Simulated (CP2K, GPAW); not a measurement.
A CP2K input for a self-consistent single point of AlCo (Pm-3m, 2 atoms in the cell) (DFT LDA (Pade form), GPW, DZVP-MOLOPT-SR-GTH basis, GTH-PADE potentials (GTH_POTENTIALS)):

```
&GLOBAL
  PROJECT scf
  RUN_TYPE ENERGY_FORCE
  PRINT_LEVEL LOW
&END GLOBAL
&FORCE_EVAL
  METHOD Quickstep
  STRESS_TENSOR ANALYTICAL
  &DFT
    BASIS_SET_FILE_NAME BASIS_MOLOPT
    POTENTIAL_FILE_NAME GTH_POTENTIALS
    &QS
      METHOD GPW
      EPS_DEFAULT 1E-11
    &END QS
    &MGRID
      CUTOFF 600
      REL_CUTOFF 40
      NGRIDS 5
    &END MGRID
    &SCF
      SCF_GUESS ATOMIC
      EPS_SCF 1E-6
      MAX_SCF 100
      ADDED_MOS 5
      &DIAGONALIZATION
        ALGORITHM STANDARD
      &END DIAGONALIZATION
      &MIXING
        METHOD BROYDEN_MIXING
        ALPHA 0.3
        NBUFFER 8
      &END MIXING
      &SMEAR ON
        METHOD GAUSSIAN
        SIGMA [eV] 0.272
      &END SMEAR
    &END SCF
    &KPOINTS
      SCHEME MONKHORST-PACK 9 9 9
    &END KPOINTS
    &XC
      &XC_FUNCTIONAL PADE
      &END XC_FUNCTIONAL
    &END XC
    &PRINT
      &MO
        EIGENVALUES T
        OCCUPATION_NUMBERS T
        NDIGITS 8
        FILENAME mo
        &EACH
          QS_SCF 0
        &END EACH
        ADD_LAST NUMERIC
      &END MO
      &MULLIKEN OFF
      &END MULLIKEN
    &END PRINT
  &END DFT
  &SUBSYS
    &CELL
      A 2.79515300 0.00000000 0.00000000
      B 0.00000000 2.79515300 0.00000000
      C 0.00000000 0.00000000 2.79515300
      PERIODIC XYZ
    &END CELL
    &COORD
      SCALED
      Al       0.00000000     0.00000000     0.00000000
      Co       0.50000000     0.50000000     0.50000000
    &END COORD
    &KIND Al
      BASIS_SET DZVP-MOLOPT-SR-GTH-q3
      POTENTIAL GTH-PADE-q3
    &END KIND
    &KIND Co
      BASIS_SET DZVP-MOLOPT-SR-GTH-q17
      POTENTIAL GTH-PADE-q17
    &END KIND
  &END SUBSYS
  &PRINT
    &FORCES ON
    &END FORCES
    &STRESS_TENSOR ON
    &END STRESS_TENSOR
  &END PRINT
&END FORCE_EVAL
```

**Question.** Give the GPAW input for the same structure, mesh, smearing and functional.

**Answer.** One input that does it (others would too):

```python
from ase import Atoms
from ase.units import GPa
from gpaw import GPAW, PW

atoms = Atoms(['Al', 'Co'],
              cell=[[2.795153, 0.000000, 0.000000],
                    [0.000000, 2.795153, 0.000000],
                    [0.000000, 0.000000, 2.795153]],
              scaled_positions=[[0.000000, 0.000000, 0.000000],
                                [0.500000, 0.500000, 0.500000]],
              pbc=True)

calc = GPAW(mode=PW(850),
            xc='LDA',
            kpts=(9, 9, 9),
            occupations={'name': 'methfessel-paxton', 'width': 0.272, 'order': 0},
            nbands=-8,
            convergence={'density': 1e-05},
            symmetry={'symmorphic': False, 'tolerance': 0.0005},
            maxiter=150)

atoms.calc = calc

energy = atoms.get_potential_energy()
print('Energy (eV):', round(energy, 6))
forces = atoms.get_forces()
print('Forces (eV/Ang):')
print(forces.round(5))
stress = atoms.get_stress()
print('Stress (GPa, Voigt):', (stress / GPa).round(4))
```

Basis, cutoffs, solver keys and any potentials are the target program's own. This input uses DFT LDA (Perdew-Wang 92), plane waves, GPAW PAW datasets LDA (gpaw-data 1.0.1). LDA parametrisations can differ slightly between programs. Both were run: pressure -1.42 GPa in CP2K and 1.13 in GPAW.

On GPAW: the starting cell comes from a database of computed structures (which also holds hypothetical and non-ambient phases and stackings), without a prior relaxation at this level. Its lattice was rescaled by a random factor within 2.5 % of one. Spin polarisation is off.

On CP2K: the starting cell comes from a database of computed structures (which also holds hypothetical and non-ambient phases and stackings), without a prior relaxation at this level. Its lattice was rescaled by a random factor within 2.5 % of one. Spin polarisation is off. Values carry the incompleteness of an atom-centred basis.
